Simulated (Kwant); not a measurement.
Device: zigzag graphene ribbon with Kane-Mele spin-orbit coupling. 18 zigzag chains, bond 0.142 nm, hopping 2.7 eV, scattering region 9 nm long; sites with one neighbour are removed; energy swept from -1.18 to 1.18 eV from the neutrality point. Staggered potential ±Δ on the two sublattices, Δ = 0.41 eV. Second-neighbour term iλ/(3√3) ν σz with λ = 0.25 eV, Rashba hopping 0 eV, exchange ±0 eV σz in the scattering region alone; these strengths are model values, not the material's.

Constants are typed, rounded textbook-type inputs, not results; the design itself was drawn at random and stands for no fabricated device.

Computed with Kwant: nearest-neighbour tight-binding model of a honeycomb sheet with an imaginary second-neighbour term, both spins, coherent transport at 0 K. Conductance is in e²/h.

Q: Is the sheet in its topological phase, how wide is its bulk gap, and what conductance is due inside it?

A: At the two valleys the masses are λ ± Δ = 0.660 and -0.160 eV; the bulk gap is 2|λ − Δ| = 0.320 eV. λ < Δ, so the phase is trivial, and the gap gives G = 0. Simulated at 0.0787 eV: 0 e²/h.
